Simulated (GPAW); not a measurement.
A self-consistent single point of CaNiN (P4_2/mmc, 6 atoms in the cell) with GPAW.

Method: PBEsol+U, GPAW PAW datasets PBEsol (made by gpaw-setup) (plane waves; GPAW 25.7.0).

```yaml
crystal:
  lattice:
    - [3.53658, 0.00000, 0.00000]
    - [0.00000, 3.53658, 0.00000]
    - [0.00000, 0.00000, 7.04670]
  atoms:
    - { symbol: Ca, position: [0.00000, 0.00000, 0.75000] }
    - { symbol: Ca, position: [0.00000, 0.00000, 0.25000] }
    - { symbol: Ni, position: [0.50000, 0.50000, 0.00000], spin: 2.0 }
    - { symbol: Ni, position: [0.50000, 0.50000, 0.50000], spin: 2.0 }
    - { symbol: N, position: [0.50000, 0.00000, 0.50000] }
    - { symbol: N, position: [0.00000, 0.50000, 0.00000] }
```
(The spins are starting values, not results.)

Reference input (self-consistent single point, DFT PBEsol, plane waves, GPAW PAW datasets PBEsol (made by gpaw-setup)): spinpol = true; mode = pw; ecut = 900 eV; xc = PBEsol; kpts = 6 6 3; mesh shift (steps) = 0 0 0; occupations.name = methfessel-paxton; occupations.width = 0.136 eV; occupations.order = 0; nbands = -10; symmetry.symmorphic = false; symmetry.tolerance = 0.0005. This run's input differs from it in these lines:

```diff
@@ -21,2 +21,3 @@
             xc='PBEsol',
+            setups={'Ni': ':d,3.0'},
             kpts={'size': (6, 6, 3), 'gamma': True},
```

Output (repeated stretches shortened):

```
     iter     time        total  log10-change:  magmom
                         energy   eigst   dens
iter:   1 --:--:--   -39.520342                   +4.0089
iter:   2 --:--:--   -39.850066   -0.29  -1.15    +2.6027
iter:   3 --:--:--   -38.392205   -0.88  -1.23    +1.9373
iter:   4 --:--:--   -38.460747   -1.33  -1.55    +1.9158
iter:   5 --:--:--   -38.620889   -1.70  -1.71    +1.8800
iter:   6 --:--:--   -38.631471   -3.06  -1.85    +1.7357
iter:   7 --:--:--   -38.687597   -1.39  -1.90    +1.3662
iter:   8 --:--:--   -38.408517   -1.92  -1.97    +1.5559
iter:   9 --:--:--   -38.396478   -3.43  -2.54    +1.5587
   [... lines left out ...]
iter:  13 --:--:--   -38.396506c  -5.23  -3.80    +1.4819
iter:  14 --:--:--   -38.396701c  -5.69  -3.70    +1.4945
   [... 9 lines left out ...]
iter:  24 --:--:--   -38.396887c  -5.85  -3.67    +1.5459
iter:  25 --:--:--   -38.396867c  -6.07  -3.71    +1.5458
iter:  26 --:--:--   -38.396863c  -5.95  -3.85    +1.5449
iter:  27 --:--:--   -38.396876c  -6.22  -3.95    +1.5465
iter:  28 --:--:--   -38.396867c  -6.79  -4.34c   +1.5437
iter:  29 --:--:--   -38.396869c  -6.07  -4.52c   +1.5414
iter:  30 --:--:--   -38.396869c  -6.77  -4.23c   +1.5415
iter:  31 --:--:--   -38.396869c  -7.51c -4.68c   +1.5410
Converged after 31 iterations.

Dipole moment: (0.000000, 0.000000, 0.000000) |e|*Ang

Total magnetic moment: (0.000000, 0.000000, 1.540994)
Local magnetic moments:
   0 Ca ( 0.000000,  0.000000,  0.002359)
   1 Ca ( 0.000000,  0.000000,  0.002359)
   2 Ni ( 0.000000,  0.000000,  0.603040)
   3 Ni ( 0.000000,  0.000000,  0.603040)
   4 N  ( 0.000000,  0.000000,  0.089260)
   5 N  ( 0.000000,  0.000000,  0.089260)

Energy contributions relative to reference atoms: (reference = -122592.222998)

Kinetic:        +45.097534
Potential:      -34.680098
External:        +0.000000
XC:             -47.742912
Entropy (-ST):   -0.016576
Local:           -1.063106
SIC:             +0.000000
--------------------------
Free energy:    -38.405157
Extrapolated:   -38.396869

Spin contamination: 0.163661 electrons
Showing only first 2 kpts
   [... lines left out ...]
Fermi level: 6.28945
No gap
   [... lines left out ...]
  0 Ca    0.00000    0.00000   -0.00000
  1 Ca    0.00000    0.00000    0.00000
  2 Ni    0.00000    0.00000    0.00000
  3 Ni    0.00000    0.00000    0.00000
  4 N     0.00000   -0.00000    0.00000
  5 N    -0.00000    0.00000    0.00000

Stress tensor:
     0.001454     0.000000     0.000000
     0.000000     0.001454     0.000000
     0.000000     0.000000     0.016935
Stress (GPa, Voigt): [0.2329 0.2329 2.7133 0.     0.     0.    ]
```

The run converged in 31 iterations. GPAW prints stress with tension positive. Against the reference run the size of the net moment goes from 0.00 to 0.26 μB/atom.

At such cutoffs GPAW's stress carries a finite-basis (Pulay) error, which enters relaxed cells too; its log prints stress with tension positive.

The starting cell comes from a database of computed structures (which also holds hypothetical and non-ambient phases and stackings), without a prior relaxation at this level. The magnetic order is the one reached from the typed start; others were not searched systematically. With U or open f shells several self-consistent states can exist.

Cost on one core of a shared machine: roughly 3 min.
